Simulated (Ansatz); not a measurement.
Take TiO₂ in the anatase structure (space group I4_1/amd, No. 141; a = 3.770 Å, c = 9.552 Å) as the base.

Modification: cell and atoms relaxed at a pressure of 9 GPa.

Levels (all Ansatz, an electronic-structure program, PAW): PBEsol (420 eV, without spin-orbit coupling); r2SCAN (500 eV, without spin-orbit coupling).

The geometry is relaxed with PBEsol.

| Item | Result |
|---|---|
| PBEsol smallest direct gap | 2.47 eV |
| PBEsol lowest conduction level above the VBM at special points | Γ 2.02 eV; M 2.45 eV; S₀ 3.18 eV; S 3.18 eV |
| PBEsol pressure | 8.99 GPa |

**Question.** Predict the smallest direct gap, lowest conduction level above the VBM at special points and pressure from r2SCAN.

**Answer.** The smallest direct gap rises by 0.46 eV to 2.93 eV; the lowest conduction level above the VBM at special points becomes Γ 2.46 eV; M 2.88 eV; S₀ 3.61 eV; S 3.61 eV (PBEsol: Γ 2.02 eV; M 2.45 eV; S₀ 3.18 eV; S 3.18 eV); the pressure grows by 2.19 GPa (8.99 GPa → 11.18 GPa).

Single points use the geometry relaxed with PBEsol. Their cutoffs differ, which shifts pressures a little. Load acts through the strain it causes; cell and atoms are relaxed under it. Whether these cells are dynamically stable was not tested. Competing high-pressure phases were not computed. The final runs are not spin-polarised.
